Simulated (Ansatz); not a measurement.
**A constructed model of the (110) surface of bcc Ta, a layer of Ru in place of the third plane (bottom of the slab: a bare face, its two planes held)**

Method: PBE (plane waves to 420 eV, PAW; Ansatz, an electronic-structure program).

Slab: 6 atoms, 11.4 Å thick at the start; k 14x14x1, smearing 0.1 eV, dipole-corrected; 2 atoms held, the rest relaxed; held to the start's symmetry, so lower structures may exist; no spin, no spin-orbit, no U. In PBE it is, or lies within 0.01 eV a 1x1 cell of, the lowest of the 2 structures of its composition computed so far; larger cells were not tried.

```
Property                                              Result
-----------------------------  -----------------------------
work function of the top face                        4.84 eV
energy released by relaxation                        0.14 eV
cost                           very roughly 2.4 core-minutes
```
